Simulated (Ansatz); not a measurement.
# CuI under a change: 1 layer

Consider CuI in the zinc blende structure (space group F-43m, No. 216; a = 6.023 Å). Axes: x, y, z lie along the cube axes.

One thing is altered: a free-standing slab of 1 layer (2 atoms, 2 a layer) is cut normal to [110], with 15 Å of vacuum and the in-plane cell held at bulk.

All numbers come from r2SCAN, PAW, 500 eV (Ansatz, an electronic-structure program; no spin-orbit coupling). Γ-centred 8×6×1 mesh, Fermi–Dirac width 0.05 eV, for the changed cell.

The layer's space group (with vacuum) comes out as Pmm2 (No. 25) and the shortest interatomic distance shrinks by 23.3 pm, from 260.8 pm to 237.5 pm. The band gap rises by 1.05 eV to 2.72 eV and the gap character amounts to indirect, Z → Γ. The smallest direct gap rises by 1.07 eV, from 1.67 eV to 2.74 eV.

Final structure:

```
CELL_PARAMETERS angstrom
      4.25892     0.00000     0.00000
      0.00000     6.02303     0.00000
      0.00000     0.00000    15.00000
ATOMIC_POSITIONS crystal
  I  0.75000 0.46229 0.50000
  Cu 0.25000 0.28771 0.50000
```

With I present, leaving out spin-orbit coupling can change the band edges. No phonon test of stability was made. The final runs are not spin-polarised. Labels are those of the standard path for the cell's own space group.
